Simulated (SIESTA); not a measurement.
SIESTA run on MgPd₃ (Pm-3m, 4 atoms in the cell): self-consistent single point.

Method: GGA PBEsol with spin-orbit coupling, numerical atomic orbitals TZP, PseudoDojo PBEsol fully relativistic norm-conserving potentials (rewritten from UPF to PSML) run with SIESTA.

```xyz
4
Lattice="3.9648 0.0000 0.0000 0.0000 3.9648 0.0000 0.0000 0.0000 3.9648" Properties=species:S:1:pos:R:3 pbc="T T T"
Mg     0.0000     0.0000     0.0000
Pd     0.0000     1.9824     1.9824
Pd     1.9824     0.0000     1.9824
Pd     1.9824     1.9824     0.0000
```

Reference input (self-consistent single point, DFT, GGA PBEsol, numerical atomic orbitals TZP, PseudoDojo PBEsol standard norm-conserving potentials (rewritten from UPF to PSML)): XC.functional = GGA; XC.authors = PBEsol; potentials = PseudoDojo PBEsol standard; PAO.BasisSize = TZP; PAO.EnergyShift = 0.005 Ry; MeshCutoff = 350 Ry; kgrid.MonkhorstPack = 7 7 7; OccupationFunction = FD; ElectronicTemperature = 1160.45 K; MaxSCFIterations = 150; SCF.Mixer.Method = Pulay; SCF.Mixer.Weight = 0.25. This run's input differs from it in these lines:

```diff
@@ -1,2 +1,2 @@
-# files in the folder: Mg.psml Pd.psml (PseudoDojo PBEsol standard)
+# files in the folder: Mg.psml Pd.psml (PseudoDojo PBEsol fully relativistic)
 SystemName  MgPd3
@@ -36,2 +36,9 @@
 ElectronicTemperature        1160.45 K
+Spin                         spin-orbit
+%block DM.InitSpin
+  1 0.00 0.00 0.00
+  2 0.00 0.00 0.00
+  3 0.00 0.00 0.00
+  4 0.00 0.00 0.00
+%endblock DM.InitSpin
```

Output, abridged:

```
        iscf     Eharris(eV)        E_KS(eV)     FreeEng(eV)     dDmax    Ef(eV) dHmax(eV)
   scf:    1   -12592.849835   -12620.141533   -12620.231780  0.854923 -6.650125  6.008471
     spin moment: {S} , |S| = {    0.00000    0.00000    0.00000 }     0.00000
   scf:    2   -12621.034822   -12620.767870   -12620.881429  0.081636 -6.262359  3.202856
     spin moment: {S} , |S| = {    0.00000    0.00000    0.00000 }     0.00000
   scf:    3   -12620.831030   -12620.807374   -12620.924455  0.047043 -6.205035  1.763688
     spin moment: {S} , |S| = {   -0.00000    0.00000    0.00000 }     0.00000
   [... lines left out ...]
     spin moment: {S} , |S| = {    0.00000    0.00000   -0.00000 }     0.00000
   scf:    6   -12620.822622   -12620.822120   -12620.940429  0.001760 -6.230215  0.017463
     spin moment: {S} , |S| = {   -0.00000    0.00000   -0.00000 }     0.00000
   scf:    7   -12620.821854   -12620.822069   -12620.940447  0.000513 -6.228902  0.001881
     spin moment: {S} , |S| = {   -0.00000   -0.00000    0.00000 }     0.00000
   scf:    8   -12620.822062   -12620.822068   -12620.940447  0.000039 -6.228939  0.000859
     spin moment: {S} , |S| = {    0.00000    0.00000    0.00000 }     0.00000
SCF Convergence by DM+H criterion
max |DM_out - DM_in|         :     0.0000394539
max |H_out - H_in|      (eV) :     0.0008592824
SCF cycle converged after 8 iterations

Using DM_out to compute the final energy and forces

siesta: E_KS(eV) =           -12620.8221

siesta: E_KS - E_eggbox =    -12620.8221

siesta: Atomic forces (eV/Ang):
     1   -0.000000   -0.000000   -0.000000
     2   -0.000000    0.000000   -0.000000
     3    0.000000   -0.000000   -0.000000
     4    0.000000    0.000000    0.000000
   Tot    0.000000    0.000000   -0.000000
   Max    0.000000
   Res    0.000000    sqrt( Sum f_i^2 / 3N )
   Max    0.000000    constrained

Stress tensor Voigt[x,y,z,yz,xz,xy] (kbar):       64.08       64.08       64.08       -0.00       -0.00       -0.00
(Free)E + p*V (eV/cell)   -12623.4331
   [... lines left out ...]
siesta: FreeEng =    -12620.940447
   [... lines left out ...]
siesta:     0.039996   -0.000000   -0.000000
siesta:    -0.000000    0.039996   -0.000000
siesta:    -0.000000   -0.000000    0.039995

siesta: Cell volume =         62.323480 Ang**3

siesta: Pressure (static):
siesta:                Solid            Molecule  Units
siesta:          -0.00043561         -0.00043561  Ry/Bohr**3
siesta:          -0.03999556         -0.03999556  eV/Ang**3
siesta:         -64.07994407        -64.07994769  kBar
```

The run converged in 8 iterations. Against the reference run the pressure goes from -6.08 to -6.41 GPa. The full log also holds: “initDM: WARNING: atom 1 has a closed-shell and cannot be polarized”.

The starting cell comes from a database of computed structures (which also holds hypothetical and non-ambient phases and stackings), without a prior relaxation at this level. Its lattice was rescaled by a random factor within 2.5 % of one. Values carry the incompleteness of an atom-centred basis. With a pressure of about -6 GPa the cell is away from its equilibrium volume at this level.

Cost on one core of a shared machine: roughly 3 min.
